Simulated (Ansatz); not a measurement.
Stishovite (SiO2), treated with r²SCAN in Ansatz (plane waves, PAW).

Run with plane-wave cutoff 600 eV, 6×6×10 k mesh (along the axes of the cell as run), scalar-relativistic PAW data made under PBE.

Computed at the level's own relaxed cell.

Hill averages of the elastic tensor: K = 310.2 GPa, G = 226.2 GPa. Volume 7.790 Å³/atom, mean atomic mass 20.028 u.

Work out the density, the sound velocities of a polycrystal and the elastic Debye temperature at this level.

ρ = 1.66054 × 20.028/7.790 = 4.269 g/cm³. v_l = √[(K + 4G/3)/ρ] = 11.971 km/s and v_t = √(G/ρ) = 7.279 km/s. The mean follows from 3/v_m³ = 1/v_l³ + 2/v_t³: v_m = 8.042 km/s. Θ_D = (ħ/k_B) v_m (6π²/V)^(1/3) = 76.38 K Å s/km × 8.042 × 1.9662 Å⁻¹ = 1208 K, counting all atoms of the cell.

Ansatz is a program for electronic structure.
